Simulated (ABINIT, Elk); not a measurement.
An ABINIT input for a self-consistent single point of TcN (F-43m, 2 atoms in the cell) (DFT, PBEsol, spin-orbit coupling, plane waves, norm-conserving pseudopotentials (PseudoDojo nc-fr-04 PBEsol standard)):

```
# TcN, PseudoDojo nc-fr-04 PBEsol standard
pp_dirpath "./"
pseudos "Tc.upf, N.upf"
acell 3*1.0
rprim
         0.0000000000    4.3376678978    4.3376678978
         4.3376678978    0.0000000000    4.3376678978
         4.3376678978    4.3376678978   -0.0000000000
natom 2
ntypat 2
znucl 43 7
typat 1 2
xred
         0.0000000000    0.0000000000    0.0000000000
         0.7500000000    0.7500000000    0.7500000000
ecut 42 Ha
nspinor 2
nspden 1
occopt 7
tsmear 0.00999582
nband 34
kptopt 1
ngkpt 8 8 8
nshiftk 1
shiftk 0 0 0
nstep 80
tolvrs 1.0e-11
prtwf 0
prtden 0
```

Task: Write the same calculation as an input for Elk.

Result: One input that does it (others would too):

```
tasks
  0

xctype
  22

spinorb
  .true.

rgkmax
  8.0

gmaxvr
  16.0

nxlo
  2

lorbcnd
  .true.

rmtscf
  0.8

lmaxi
  3

nempty
  10

stype
  0

swidth
  0.00999582

avec
    0.0000000000    4.3376678978    4.3376678978
    4.3376678978    0.0000000000    4.3376678978
    4.3376678978    4.3376678978    0.0000000000

sppath
  './'

atoms
  2   : nspecies
  'Tc.in'   : spfname
  1   : natoms; atposl, bfcmt below
  0.0000000000  0.0000000000  0.0000000000    0.0 0.0 0.0
  'N.in'   : spfname
  1   : natoms; atposl, bfcmt below
  0.7500000000  0.7500000000  0.7500000000    0.0 0.0 0.0

ngridk
  8 8 8
```

Basis, cutoffs, solver keys and any potentials are the target program's own. This input uses DFT, PBEsol, spin-orbit coupling in second variation, all-electron FP-LAPW, Elk's shipped species files, APW+lo basis with extra local orbitals.

The starting cell comes from a database of computed structures (which also holds hypothetical and non-ambient phases and stackings), without a prior relaxation at this level.
